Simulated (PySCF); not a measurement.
PySCF 2.14.0, B3LYP/def2-svp: c1coc(-c2ccco2)c1, 16 atoms. The geometry is a generated start, not checked to be a minimum at this level.

| Property | Result |
|---|---|
| task | energy |
| method | b3lyp |
| basis | def2-svp |
| mf.init_guess | minao (default) |
| mf.DIIS | CDIIS (default) |
| mf.diis_space | 8 (default) |
| mf.conv_tol | 1e-09 (default) |
| mf.grids.level | 3 (default) |
| basis functions (base settings) | 170 |
| grid points (base settings) | 199960 |

Machine: one whole node, Arm Neoverse V2, 96 cores on 1 socket, no SMT, 1 L3 cache group.

Times are wall-clock medians of two to five runs, from launch to exit, with nothing else on the machine. Processes are pinned to neighbouring cores unless said otherwise. Build: PyPI wheel: OpenMP (GNU), a bundled serial OpenBLAS 0.3.3 under its C layer, NumPy's threaded OpenBLAS held to generic ARMv8 kernels, libcint, Libxc. Other compilers and libraries give other times. Scratch files lie in a memory file system.

All on 32 threads, 1 BLAS thread. Base settings, kept where nothing else is said: two_electron_scheme = exact four-centre integrals, mol.max_memory = 4000 MB (aux not set). The candidates, on 32 cores each, agree within 1.0 meV/atom in energy:
A. the base settings
B. two_electron_scheme = density fitting, aux = def2-universal-jkfit
C. mol.max_memory = 200000 MB
D. two_electron_scheme = density fitting, aux = autoaux

Problem. Which of these settings finishes first?

Solution. C and A, at 2.5 s to 2.6 s, level within 8 % or the scatter of repeats. At the other end D takes 1.3× as long.

```tsv
candidate	wall time	repeats	Fock builds (products with the orbital Hessian counted alike)
C	2.5 s	2 runs within 1 %	12
A	2.6 s	2 runs within 3 %	12
B	2.9 s	2 runs within 1 %	12
D	3.4 s	2 runs within 1 %	12
```
